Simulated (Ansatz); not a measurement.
CsCl-type CaO (model structure) (like a known high-pressure phase), treated with PBEsol in Ansatz (PAW).

Numerical settings: plane-wave cutoff 500 eV, 14×14×14 k mesh, Fermi–Dirac smearing 0.05 eV, scalar-relativistic PAW data made under PBE.

Cell (relaxed at this level):

```cif
data_CaO
_chemical_formula_sum 'Ca1 O1'
_space_group_name_H-M_alt 'Pm-3m'
_space_group_IT_number 221
_space_group_name_Hall '-P 4 2 3'
_cell_length_a 2.88822
_cell_length_b 2.88822
_cell_length_c 2.88822
_cell_angle_alpha 90.000
_cell_angle_beta 90.000
_cell_angle_gamma 90.000
loop_
_atom_site_label
_atom_site_type_symbol
_atom_site_symmetry_multiplicity
_atom_site_Wyckoff_symbol
_atom_site_fract_x
_atom_site_fract_y
_atom_site_fract_z
_atom_site_occupancy
Ca1 Ca 1 a 0.00000 0.00000 0.00000 1
O1 O 1 b 0.50000 0.50000 0.50000 1
```

Problem. Give the computed band gap.

Solution. 
* **band gap**: 2.69 eV (on the SCF k mesh)

The computed numbers hold no vibrational or temperature effects.

Cost on a shared machine: about 8 core-seconds (a rough figure).

A model structure was made by putting elements into a prototype or built by hand; it is no filed structure, need not be a known phase, and can be a saddle point held by its symmetry.

Ansatz is a first-principles code.
